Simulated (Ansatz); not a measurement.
Terminations of the (111) surface of fcc Pd, measured from the surface 'clean 1x1'. Atoms come from or go to: Ag: fcc Ag, Al: fcc Al, Au: fcc Au, Cu: fcc Cu, Ge: germanium, In: tetragonal indium, Mo: bcc Mo, Os: hcp Os, Pd: fcc Pd, Pt: fcc Pt, Re: hcp Re, Zn: hcp Zn. ΔE is the energy of forming the row's surface from that one (negative: more stable at these reservoirs); the vacuum level's shift is aligned on the shared bottom. No zero-point or thermal terms. These are constructed structures in small cells; real faces may alloy, dewet or reconstruct in larger ones, and not all known structures of the face are among them. Slabs of about 11 Å with all that they carry, Fermi-Dirac smearing of 0.1 eV. Bottom of the slabs: a bare face, its two planes held. Relaxed from the named starts with such symmetry as they have, on meshes of like density; energies extrapolated to zero smearing; no spin-orbit coupling, no U. Spin-polarised runs, if any, are marked in brackets, and their order is one that fits the cell; the others ran without spin. A dash marks a value that is undefined for that row (no clear gap, or no work function of a gapped slab) or was not read reliably on its mesh.

Calculation: PBE (plane waves to 420 eV, PAW; Ansatz, a first-principles code).

```
surface                                                         atoms added per 1x1  ΔE per 1x1 (eV)  shift of the vacuum level (eV)  work function (eV)
-------------------------------------------------------------  --------------------  ---------------  ------------------------------  ------------------
a layer of Os in place of the third plane                              +1 Os, -1 Pd             0.35                           -0.05                5.19
a pseudomorphic layer of Mo in the host's stacking                            +1 Mo              [?]                           -0.01                5.21
a layer of Pt in place of the second plane                             -1 Pd, +1 Pt            -0.03                           -0.04                5.18
a layer of In in place of the third plane                              +1 In, -1 Pd            -0.09                            0.09                5.30
a layer of Cu in place of the second plane                             +1 Cu, -1 Pd            -0.23                           -0.02                5.21
a pseudomorphic layer of Ag in the other hollow                               +1 Ag              [?]                           -0.63                4.60
a layer of Al in place of the second plane                             +1 Al, -1 Pd            -1.86                           -0.86                4.36
a pseudomorphic layer of Ge in the host's stacking                            +1 Ge            -0.63                           -0.71                4.50
(√3x√3)R30° surface alloy, Zn on one Pd site of the top plane  -0.333 Pd, +0.333 Zn              [?]                           -0.30                4.92
a layer of Re in place of the third plane                              -1 Pd, +1 Re              [?]                            0.04                5.28
a layer of Au in place of the second plane                             +1 Au, -1 Pd              [?]                            0.07                5.29
a pseudomorphic layer of Re in the host's stacking                            +1 Re             0.82                            0.30                5.52
```

Q: Some entries are withheld; supply them.

A: 
- a pseudomorphic layer of Mo in the host's stacking, ΔE per 1x1 (eV): 0.58
- a pseudomorphic layer of Ag in the other hollow, ΔE per 1x1 (eV): -0.27
- (√3x√3)R30° surface alloy, Zn on one Pd site of the top plane, ΔE per 1x1 (eV): -0.46
- a layer of Re in place of the third plane, ΔE per 1x1 (eV): -0.04
- a layer of Au in place of the second plane, ΔE per 1x1 (eV): -0.07
